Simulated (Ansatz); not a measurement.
Start from WC (space group Pm-3m, No. 221; a = 4.185 Å; a hypothetical phase, not in the database extracts checked). Axes: x, y, z lie along the cube axes.

One thing is altered: uniaxial stress, 3 GPa compression along x, with the cell and atoms free to relax against it.

Levels (all Ansatz, a first-principles code, PAW): PBEsol (420 eV, scalar-relativistic without spin-orbit coupling); PBEsol+SOC (420 eV, with spin-orbit coupling).

The geometry is relaxed with PBEsol.

```
Quantity          Result
---------------  -------
PBEsol pressure  1.0 GPa
```

How does going to PBEsol+SOC change the pressure?

The pressure falls by 0.5 GPa to 0.5 GPa.

Single points use the geometry relaxed with PBEsol. Differences between runs with and without spin-orbit coupling are approximate. Load acts through the strain it causes; cell and atoms are relaxed under it. Stability under load was not tested beyond the relaxation. The runs without spin-orbit coupling are not spin-polarised.
